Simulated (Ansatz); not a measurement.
An Ansatz (a quantum-chemistry and plane-wave program) run: TiS2 with a change (S → Te); Kohn–Sham DFT with the PBE-D3(BJ) functional, run in Ansatz with PAW and 420 eV plane waves, no spin-orbit coupling, earlier PAW set.

Input:

Ansatz 0.2 input:
```yaml
crystal:
  lattice:
    - [3.6974854358, 0, 0]
    - [-1.8487427179, 3.2021163176, 0]
    - [0, 0, 6.3847875198]
  atoms:
    - { symbol: Ti, position: [0, 0, 0] }
    - { symbol: Te, position: [0.3333333333, 0.6666666667, 0.2710682889] }
    - { symbol: Te, position: [0.6666666667, 0.3333333333, 0.7289317111] }
basis: { ecutwfc: 420, ecutrho_ratio: 4, xc_grid: 2, fft_grid_basis: typed }
kpoints: { mp_grid: { grid: [15, 15, 8] } }
hamiltonian:
  xc: pbe
  dispersion: d3bj
  pseudopotentials: { azcp: { folder: ./paw }, kind: paw }
scf: { occupations: { method: fermi_dirac, width: 0.05 }, convergence: { dr2_threshold: 0.0000000003 } }
output: { forces: true, stress: true }
checkpoint: { write: state.ck, write_every: 1000 }
```

Output (explanatory and most iteration lines left out):

```
Pseudopotential: Ti, paw, valence charge 12
Pseudopotential: Te, paw, valence charge 16
Crystal: 3 atoms, lattice volume = 75.594 Å³
Basis set: ecut = 420 eV, 1485 PW (Γ), exchange–correlation on 50×50×90 points (8 copies of the dense FFT grid, shifted against one another)
Bands: 26, of which v1, the nominal top of the filled ones, is band 22 counted from 1 (21 counted from 0)
Symmetry: 12 space group operations
Space group: P-3m1 (ITA 164), of the structure as read, at distance tolerance 4.2e-5 Å
k-points: 192 of 1800
Functional: x = pbe(κ = 0.804, μ = 0.2195149727645171), c = pbe(β = 0.06672455060314922)
SCF iter   1: F=—  HF=-16466.808233 eV  |F-HF|=—  |Δ(HF+E_count)|=         —  Δρ=1.43e-1  dr2=4.53e1  ethr=3.10e-3  ⟨swp⟩=6.1  Hψ=21740  notcnv=0
SCF iter   2: F=—  HF=-16464.556565 eV  |F-HF|=—  |Δ(HF+E_count)|=    2.25e0  Δρ=6.80e-2  dr2=1.33e1  ethr=3.10e-3  ⟨swp⟩=2.9  Hψ=7566  notcnv=0
SCF 1 converged in 13 iterations: F = -16463.378044 eV  dr2 = 2.95e-11
SCF converged after 13 iterations
Free energy (F): -16463.378044 eV
Internal energy: -16463.366222 eV  (E = F + TS)
E sigma→0 (E₀):  -16463.372133 eV
Entropy (-TS):   -0.011821 eV (-3.940 meV/atom)
Fermi energy:    11.237489 eV
  E_disp       = -1.567108  (pairwise vdW)
--- Forces (eV/Å), atoms counted from 1 ---
  atom   1  Ti     0.00000000     0.00000000     0.00000000
  atom   2  Te     0.00000000     0.00000000    -0.00084243
  atom   3  Te     0.00000000    -0.00000000     0.00084243
--- Stress (GPa, compression-positive) ---
       -0.007208      -0.000000       0.000000
       -0.000000      -0.007208       0.000000
       -0.000000       0.000000      -0.003799
  P = ⅓ Tr σ = -0.0061 GPa (-0.061 kbar)
```

Stability against distortions was not tested. All final runs are without spin polarisation. The cell was made from TiS2 by this change: S → Te.
